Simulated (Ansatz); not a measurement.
## VO2 under a change: V → Ti

Base system: VO$_{2}$ in the rutile structure (space group P4_2/mnm, No. 136; a = 4.584 Å, c = 2.839 Å; ferromagnetic).

It is then changed as follows: every V is replaced by Ti, then cell and atoms are relaxed.

Method: DFT with PBE, PAW potentials and a 420 eV plane-wave cutoff in Ansatz (a program for electronic structure), no spin-orbit coupling, earlier PAW set. Γ-centred 7×7×11 mesh, Fermi–Dirac width 0.05 eV, for the changed cell.

The density decreases by 0.47 g/cm³ (4.62 g/cm³ → 4.15 g/cm³) and the lattice parameter a increases by 0.060 Å to 4.644 Å. The c/a ratio goes up by 0.019 to 0.638 and the space group is still P4_2/mnm (No. 136). The band gap goes from zero to 1.86 eV and the electron mass comes out as 0.58 mₑ along c, 1.2 mₑ across (at Γ). The valence-band top at Γ (three highest levels, from the VBM) is 0.00, -0.42, -0.42 eV.

Other magnetic orders, which the real material may have, were not ruled out. Effective masses come from finite differences of ±0.01 Å⁻¹. Stability against distortions was not tested. No Hubbard U is applied, and correlation can decide whether such a compound is a metal. Spin-polarised in the final run: base; the other runs are not.
